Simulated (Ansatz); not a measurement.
**Response to strain in SiC**

Base system: SiC (space group P6_3mc, No. 186; a = 3.078 Å, c = 10.077 Å). Axes: x lies along a and z along c of the hexagonal cell.

Strains are applied to the cell and any free atomic positions relax; under biaxial strain the out-of-plane vector relaxes too; under stress the whole cell relaxes.

Method: Ansatz (an electronic-structure program), r2SCAN, PAW, cutoff 500 eV, no spin-orbit coupling, earlier PAW set.

| change | gap character | band gap | smallest direct gap |
|---|---|---|---|
| base | indirect, Γ → M | 2.60 eV | 3.78 eV |
| biaxial strain −1.66 %, plane normal [001], relaxed out of plane | indirect, Γ → M | 2.47 eV | 3.72 eV |
| biaxial strain −1.54 %, plane normal [001], relaxed out of plane | indirect, Γ → M | 2.48 eV | 3.72 eV |
| biaxial strain −0.90 %, plane normal [001], relaxed out of plane | indirect, Γ → M | 2.53 eV | 3.75 eV |
| uniaxial strain ε_zz = −1.73 % | indirect, Γ → M | 2.59 eV | 3.84 eV |
| uniaxial stress, 0.5 GPa tension along x | indirect, Γ → Y | 2.59 eV | 3.77 eV |
| uniaxial stress, 5 GPa compression along z | indirect, Γ → M | ___ | ___ |
| tensor shear ε_xz = +1.93 % | indirect, Γ → V₂ | 2.40 eV | 3.70 eV |

Question: Complete the table.

Answer: 
- uniaxial stress, 5 GPa compression along z, band gap: 2.62 eV
- uniaxial stress, 5 GPa compression along z, smallest direct gap: 3.81 eV

Stability under load was not tested beyond the relaxation. Labels are those of the standard path for the cell's own space group.
